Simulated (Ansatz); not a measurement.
Consider PtS2 in the CdI2 type structure (space group P-3m1, No. 164; a = 3.5523 Å, c = 5.1280 Å; layered, stacked along the Cartesian z axis).

All numbers come from r2SCAN+rVV10 (Ansatz, a quantum-chemistry and plane-wave program; PAW; 500 eV plane waves; spin-orbit coupling left out).

One change was made to it. Results:

```
quantity                          base    after
-----------------------------  -------  -------
band gap                       0.80 eV  0.57 eV
shortest interatomic distance  2.389 Å  2.387 Å
```

### Question
Which of these changes matches the shifts?
A. pressure −1 GPa
B. pressure 2.1 GPa
C. pressure 0.9 GPa
D. pressure 22.5 GPa

### Answer
C, pressure 0.9 GPa. For comparison, the band gap in the other runs: pressure 2.1 GPa gives 0.36 eV; pressure 22.5 GPa gives zero; pressure −1 GPa gives 1.07 eV.

The mesh was chosen for an insulator and is coarse for the gapless case. From pressure 22.5 GPa on, the axis ratios lie over 15 % from the base's, so the cell there is far from its starting form. Spin-orbit coupling, missing from the scalar runs, can matter with Pt. Load acts through the strain it causes; cell and atoms are relaxed under it. No phonon test of stability was made. No other phases were tried under pressure. The final runs are not spin-polarised. The zero or small gap of PtS2 under pressure 22.5 GPa can change with the level of theory.
